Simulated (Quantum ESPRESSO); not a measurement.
Quantum ESPRESSO run on Hf2Ge (I4/mcm, 6 atoms in the cell): self-consistent single point.

Method: PBEsol, PseudoDojo standard norm-conserving (PBESOL) pseudopotentials (plane waves; Quantum ESPRESSO).

The change in words: lattice scaled by 0.98. Reference geometry:
```yaml
crystal:
  lattice:
    - [3.25803, -3.25803, 2.62054]
    - [3.25803, 3.25803, 2.62054]
    - [-3.25803, -3.25803, 2.62054]
  atoms:
    - { symbol: Hf, position: [0.50000, 0.15576, 0.34424] }
    - { symbol: Hf, position: [0.50000, 0.84424, 0.65576] }
    - { symbol: Hf, position: [0.18848, 0.65576, 0.15576] }
    - { symbol: Hf, position: [0.81152, 0.34424, 0.84424] }
    - { symbol: Ge, position: [0.00000, 0.25000, 0.25000] }
    - { symbol: Ge, position: [0.00000, 0.75000, 0.75000] }
```

Reference input (self-consistent single point, DFT, PBEsol, plane waves, PseudoDojo standard norm-conserving (PBESOL) pseudopotentials): ecutwfc = 80 Ry; occupations = smearing; smearing = gaussian; degauss = 0.0073499 Ry; potentials = {Hf: Hf.upf, Ge: Ge.upf}; K_POINTS = automatic 5 5 5 0 0 0; conv_thr = 1e-11 Ry; mixing_beta = 0.3. This run's input differs from it in these lines:

```diff
@@ -10,4 +10,4 @@
  ibrav = 7
- celldm(1) = 12.3135688116
- celldm(3) = 0.804332679564
+ celldm(1) = 12.0672959236
+ celldm(3) = 0.804332717691
  nat = 6
```

Output (repeated stretches shortened):

```
     Self-consistent Calculation

     iteration #  1     ecut=    80.00 Ry     beta= 0.30

     Threshold (ethr) on eigenvalues was too large:
     Diagonalizing with lowered threshold

     total energy              =    -808.15769825 Ry
     estimated scf accuracy    <       0.10551685 Ry

     iteration #  2     ecut=    80.00 Ry     beta= 0.30

     total energy              =    -808.14278972 Ry
     estimated scf accuracy    <       0.03571150 Ry

     iteration #  3     ecut=    80.00 Ry     beta= 0.30

     total energy              =    -808.14942997 Ry
     estimated scf accuracy    <       0.00168939 Ry

   [... 9 blocks of this kind left out ...]

     iteration # 13     ecut=    80.00 Ry     beta= 0.30

     total energy              =    -808.14971510 Ry
     estimated scf accuracy    <          1.1E-10 Ry

     iteration # 14     ecut=    80.00 Ry     beta= 0.30
     End of self-consistent calculation

     the Fermi energy is    16.6876 ev

!    total energy              =    -808.14971510 Ry
     estimated scf accuracy    <          6.4E-12 Ry
     smearing contrib. (-TS)   =      -0.00090268 Ry
     internal energy E=F+TS    =    -808.14881242 Ry

     convergence has been achieved in  14 iterations

     Forces acting on atoms (cartesian axes, Ry/au):

     atom    1 type  1   force =    -0.00500601   -0.00500601   -0.00000000
     atom    2 type  1   force =     0.00500601    0.00500601   -0.00000000
     atom    3 type  1   force =     0.00500601   -0.00500601    0.00000000
     atom    4 type  1   force =    -0.00500601    0.00500601   -0.00000000
     atom    5 type  2   force =     0.00000000    0.00000000    0.00000000
     atom    6 type  2   force =     0.00000000    0.00000000    0.00000000

     Total force =     0.014159     Total SCF correction =     0.000005

          total   stress  (Ry/bohr**3)                   (kbar)     P=      126.09
   0.00089175   0.00000000   0.00000000          131.18        0.00        0.00
   0.00000000   0.00089175   0.00000000            0.00      131.18        0.00
  -0.00000000   0.00000000   0.00078799           -0.00        0.00      115.92

   JOB DONE.
```

The run converged in 14 iterations. Against the reference run the free energy goes up by 48.7 meV/atom, the pressure goes from 2.21 to 12.61 GPa and the largest force goes from 0.123 to 0.182 eV/Å.

The starting cell comes from a database of computed structures (which also holds hypothetical and non-ambient phases and stackings), without a prior relaxation at this level. Its lattice was rescaled by a random factor within 2.5 % of one. For this run, on top of that: lattice scaled by 0.98. With a pressure of about 13 GPa the cell is away from its equilibrium volume at this level.

Cost on one core of a shared machine: roughly 2 min.
